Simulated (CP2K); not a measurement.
A relaxation of cell and atoms of Sb (R-3m, 2 atoms in the cell) with CP2K.

Method of the run: PBE, GPW, DZVP-MOLOPT-SR-GTH basis, GTH-PBE potentials (GTH_POTENTIALS) (CP2K).

```xyz
2
Lattice="4.4317 0.0000 0.0000 2.4045 3.7227 0.0000 2.4045 1.3094 3.4848" Properties=species:S:1:pos:R:3 pbc="T T T"
Sb     2.1577     1.1750     0.8137
Sb     7.0830     3.8571     2.6711
```

Reference input (self-consistent single point, DFT PBE, GPW, DZVP-MOLOPT-SR-GTH basis, GTH-PBE potentials (GTH_POTENTIALS)): CUTOFF = 400 Ry; REL_CUTOFF = 60 Ry; SMEAR/METHOD = FERMI_DIRAC; ELECTRONIC_TEMPERATURE = 1160.45 K; KPOINTS/SCHEME = MONKHORST-PACK 8 8 8; GAMMA_CENTERED = T; XC_FUNCTIONAL = PBE; Sb/BASIS_SET = DZVP-MOLOPT-SR-GTH; Sb/POTENTIAL = GTH-PBE-q5; METHOD = GPW; EPS_DEFAULT = 1e-10; NGRIDS = 5. This run's input differs from it in these lines:

```diff
@@ -2,3 +2,3 @@
   PROJECT calc
-  RUN_TYPE ENERGY_FORCE
+  RUN_TYPE CELL_OPT
   PRINT_LEVEL LOW
@@ -14,2 +14,3 @@
       EPS_DEFAULT 1E-10
+      EXTRAPOLATION USE_GUESS
     &END QS
@@ -22,3 +23,3 @@
       SCF_GUESS ATOMIC
-      EPS_SCF 1E-6
+      EPS_SCF 1E-7
       MAX_SCF 100
@@ -84,2 +85,20 @@
 &END FORCE_EVAL
+&MOTION
+  &CELL_OPT
+    OPTIMIZER BFGS
+    MAX_ITER 60
+    MAX_FORCE 4E-4
+    RMS_FORCE 3E-4
+    EXTERNAL_PRESSURE [GPa] 0
+    PRESSURE_TOLERANCE [bar] 200
+  &END CELL_OPT
+  &PRINT
+    &CELL ON
+    &END CELL
+    &RESTART OFF
+    &END RESTART
+    &RESTART_HISTORY OFF
+    &END RESTART_HISTORY
+  &END PRINT
+&END MOTION
```

The program printed (abridged):

```
 SCF WAVEFUNCTION OPTIMIZATION

  Step     Update method      Time    Convergence         Total energy    Change
     1 NoMix/Diag. 0.20E+00      -     0.33341497       -11.1926583428 -1.12E+01
     2 Broy./Diag. 0.20E+00      -     0.00046109       -11.1340418795  5.86E-02
     3 Broy./Diag. 0.20E+00      -     0.00173588       -11.0579830671  7.61E-02
     4 Broy./Diag. 0.20E+00      -     0.00029327       -11.0571835419  8.00E-04
     5 Broy./Diag. 0.20E+00      -     0.00085268       -11.0577265717 -5.43E-04
     6 Broy./Diag. 0.20E+00      -     0.00008994       -11.0582592320 -5.33E-04
     7 Broy./Diag. 0.20E+00      -     0.00002179       -11.0583512375 -9.20E-05
     8 Broy./Diag. 0.20E+00      -     0.00000420       -11.0583915048 -4.03E-05
     9 Broy./Diag. 0.20E+00      -     0.00000207       -11.0584160639 -2.46E-05
    10 Broy./Diag. 0.20E+00      -     0.00000004       -11.0584180670 -2.00E-06
  *** SCF run converged in    10 steps ***

  Overlap energy of the core charge distribution:               0.00000000127960
  Self energy of the core charge distribution:                -23.90633828592188
  Core Hamiltonian energy:                                      5.05120166319464
  Hartree energy:                                              10.62970761386984
  Exchange-correlation energy:                                 -2.83256762216889
  Electronic entropic energy:                                  -0.00042143731350
  Fermi energy:                                                 0.22282672561784

  Total energy:                                               -11.05841806702957
  Total energy (extrapolated to T->0):                        -11.05820734837283

   [... lines left out ...]
  Fermi energy:                                                 0.22007379519488
  Total energy:                                               -11.05909294685534
 OPT| Pressure deviation [bar]                                  65015.5170806629
 OPT| Pressure tolerance [bar]                                    200.0000000000
 OPT| Pressure is converged                                                   NO
  Fermi energy:                                                 0.17420478944429
  Total energy:                                               -11.06349738162896
 OPT| Pressure deviation [bar]                                     -6.0372626790
 OPT| Pressure tolerance [bar]                                    200.0000000000
 OPT| Pressure is converged                                                  YES
   [... lines left out ...]
  Electronic entropic energy:                                  -0.00035123594047
  Fermi energy:                                                 0.17420478944429

  Total energy:                                               -11.06349738162896
  Total energy (extrapolated to T->0):                        -11.06332176365872

 ENERGY| Total FORCE_EVAL ( QS ) energy [hartree]            -11.063497381628956
```

The run converged. 

Summary of the result:
```
Item                                                                                         Value
------------------------------------  ------------------------------------------------------------
Free energy E − TS                                                                    -301.0531 eV
Fermi level (on the code's own zero)                                                       4.74 eV
Pressure                                                                                  0.00 GPa
Largest force (vector length)                                                           0.001 eV/Å
Final cell                            a = 4.6591 Å, b = 4.6517 Å, c = 4.6521 Å, α = β = γ = 56.24°
Final volume per atom                                                                     32.55 Å³
Relaxation steps                                                                                32
```

The starting cell has typed, rounded lattice constants, without a prior relaxation at this level. Its lattice was rescaled by a random factor within 2.5 % of one. Values carry the incompleteness of an atom-centred basis.

Cost on one core of a shared machine: roughly 10 min.
